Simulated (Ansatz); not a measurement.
Hf on the Ti site (Hf_Ti) (rock-salt TiN host)

Computed with PBE, PAW (plane waves to 420 eV; Ansatz, a first-principles code). Set-up: 64-site cell; 4×4×4 shifted k-points; start: the Ti site; no spin–orbit coupling; no Hubbard U; not converged in cell size; the relaxation kept the symmetry of the starting site.

Neighbours after relaxation, in Å: of the Hf atom: N 2.17, N 2.17, N 2.17, N 2.17, N 2.17, N 2.17.

Formation energies E_f are those of the neutral cell. Chemical conditions: N-rich (Δμ(Ti) = -3.43 eV, Δμ(Hf) = -3.51 eV, bounded by Hf3N4 (I-43d); only phases computed here count, gases as isolated molecules at 0 K). Reference phases: Hf: hcp Hf, Ti: hcp Ti.

| charge | moment (μB) | point group | largest move off a lattice site (Å) | E_f, N-rich (eV) |
|---|---|---|---|---|
| 0 | not spin-polarised | Oh | 0.04 | 0.47 |

Point groups are those of the whole cell at tolerances of 0.03 and 0.1 Å ("near" where only the looser one holds); none is given for unsettled states.

All states together cost very roughly 7 core-minutes.
